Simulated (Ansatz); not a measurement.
The reference is AlN in the wurtzite structure (space group P6_3mc, No. 186).

```xyz
4
Lattice="3.1138 0.0000 0.0000 -1.5569 2.6966 0.0000 0.0000 0.0000 4.9833" Properties=species:S:1:pos:R:3 pbc="T T T"
Al     0.0000     1.7978     4.9833
Al     1.5569     0.8989     2.4917
N      0.0000     1.7978     1.9037
N      1.5569     0.8989     4.3953
```

Cartesian axes are those of the cell as printed.

Method: DFT with PBEsol, PAW potentials and a 420 eV plane-wave cutoff in Ansatz (a first-principles code), no SOC.

Base values:

- Shortest interatomic distance: 1.891 Å

Perturbation: uniaxial strain ε_zz = −1.80 %, all other strain components held at zero, atoms relaxed at fixed cell.

Task: What does the calculation give for the shortest interatomic distance and electron mass after the change?

Result: The shortest interatomic distance decreases by 0.009 Å (1.891 Å → 1.882 Å); the electron mass amounts to 0.30 mₑ (at Γ).

The levels and masses belong to the bands next to the band gap. Masses are band curvatures over ±0.01 Å⁻¹ around the edge. No phonon test of stability was made.
